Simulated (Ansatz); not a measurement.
CsI: uniaxial stress, 8 GPa compression along z

Base system: CsI in the CsCl type structure (space group Pm-3m, No. 221; a = 4.6100 Å). Axes: x, y, z lie along the cube axes.

The change: uniaxial stress, 8 GPa compression along z; all other stress components relax to zero.

Computed with r2SCAN, PAW, 500 eV (Ansatz, an electronic-structure program; no SOC). k-mesh 7×7×7 (Γ-centred); smearing 0.05 eV (Fermi–Dirac).

The volume per atom drops by 6.15 Å³ (48.99 Å³ → 42.84 Å³) and the space group goes from Pm-3m (No. 221) to P4/mmm (No. 123). The energy goes up by 187 meV/atom and the band gap decreases by 1.92 eV, from 4.51 eV to 2.59 eV. The gap character comes out as indirect, M → Γ and the smallest direct gap decreases by 1.955 eV, from 4.60 eV to 2.65 eV. The electron mass goes from 0.29 mₑ (at Γ) to 1.1 mₑ along z, 0.36 mₑ across (at Γ) and the strain response (xx, yy, zz) amounts to (+3.97, +3.97, −19.10) %.

Final structure:

```
CsI
1.0
    4.79310     0.00000     0.00000
    0.00000     4.79310     0.00000
    0.00000     0.00000     3.72933
Cs I
1 1
Direct
  0.00000   0.00000   0.00000
  0.50000   0.50000   0.50000
```

Cost of the whole job for the changed cell (relaxation, final SCF and bands): roughly 70 core-seconds.

Spin-orbit coupling, missing from the scalar runs, can matter with I. Effective masses come from finite differences of ±0.01 Å⁻¹. Beyond what the load breaks, stability against distortions was not tested. Under uniaxial stress, 8 GPa compression along z the cell changed shape so far that it is another structure. k-point labels follow each cell's own Brillouin zone.
